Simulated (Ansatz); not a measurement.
The reference is NiSi2 (space group Fm-3m, No. 225; not spin-polarised; relaxed with 0.1 eV smearing).

```
NiSi2
1.0
    0.00000     2.69294     2.69294
    2.69294     0.00000     2.69294
    2.69294     2.69294     0.00000
Ni Si
1 2
Direct
  0.00000   0.00000   0.00000
  0.25000   0.25000   0.25000
  0.75000   0.75000   0.75000
```

Cartesian axes are those of the cell as printed.

The values are results of r2SCAN, PAW, 500 eV (Ansatz, a first-principles code; spin-orbit coupling left out), not measurements.

Base values:

```
Property                           Result
-----------------------------  ----------
Shortest interatomic distance  4.407 bohr
Pressure                          0.0 GPa
```

One thing is altered: biaxial strain −2.71 %, plane normal [111], relaxed out of plane (Cartesian); in-plane vectors clamped, the third vector and the atoms free.

Problem. What does the calculation give for the shortest interatomic distance and pressure after the change?

Solution. The shortest interatomic distance falls by 0.068 bohr (4.407 bohr → 4.339 bohr); the pressure (mean of the normal stresses, compression positive) goes from zero to 6.1 GPa.

Whether these cells are dynamically stable was not tested. Starting moments died away, wholly or in part, for the base; another magnetic solution may exist. All final runs are without spin polarisation.
